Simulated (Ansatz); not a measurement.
The starting structures come from a database of crystals and need not be the phases stable at ambient conditions.

Here is the system:

```
InVO4
1.0
    6.64976     0.00000     0.00000
    0.00000     8.53612     0.00000
    0.00000     4.26806     2.88095
V In O
2 2 8
Direct
  0.75000   0.36047   0.00000
  0.25000   0.63953   0.00000
  0.50000   0.00000   0.00000
  0.00000   0.00000   0.00000
  0.45567   0.75207   0.00000
  0.54433   0.24793   0.00000
  0.95567   0.24793   0.00000
  0.04433   0.75207   0.00000
  0.25000   0.26706   0.51436
  0.75000   0.73294   0.48564
  0.75000   0.21858   0.51436
  0.25000   0.78142   0.48564
```

Space group of this cell: Cmcm. The cell is taken as given; by PBEsol its mean pressure is -1.7 GPa.

Transport runs along the normal of the first two printed cell vectors.

The gap is the functional's own. No spin-orbit coupling. Mid-gap values are interpolated on the energy grid.

Problem. Give the band gap and the smallest decay constant κ at mid-gap that PBEsol in Ansatz (a quantum-chemistry and plane-wave program) yields.

Solution. Gap 3.05 eV on a 6×10×10 mesh; κ = 0.477 1/Å, at the zone centre.
